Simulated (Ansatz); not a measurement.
MgTe (model structure, started from the litharge type, P4/nmm, No. 129, 4 atoms in the cell), treated with PBEsol (PAW; Ansatz, a quantum-chemistry and plane-wave program).

Numerical settings: plane-wave cutoff 520 eV, 12×12×10 k mesh (along the axes of the cell as run), Fermi–Dirac smearing 0.05 eV, scalar-relativistic PAW data made under PBE.

Cell (relaxed at this level):

Space group P4/nmm, origin choice 1 (No. 129); a = 5.594 Å, b = 5.594 Å, c = 4.919 Å, α = 90.00°, β = 90.00°, γ = 90.00°

| atom | site | symmetry | x | y | z |
|---|---|---|---|---|---|
| Mg | 2c | 4mm | 0.5000 | 0.0000 | 0.0900 |
| Te | 2a | -4m2 | 0.0000 | 0.0000 | 0.0000 |

Task: Give the computed band gap.

Result: 
- band gap = 0.01 eV (under three smearing widths, so not firm)

Note: the relaxation could raise the start's symmetry but not lower it, so the cell can be a saddle point; the cell has widely spaced layers and the level no dispersion term, so their spacing and the moduli can rest on weak binding.

Spin–orbit coupling is not included; it can close the smallest gap of 0.01 eV.

Computed values are for the static lattice.

The result took around 4 core-minutes (rough).

A model structure was made by putting elements into a prototype or built by hand; it is no filed structure, need not be a known phase, and can be a saddle point held by its symmetry.
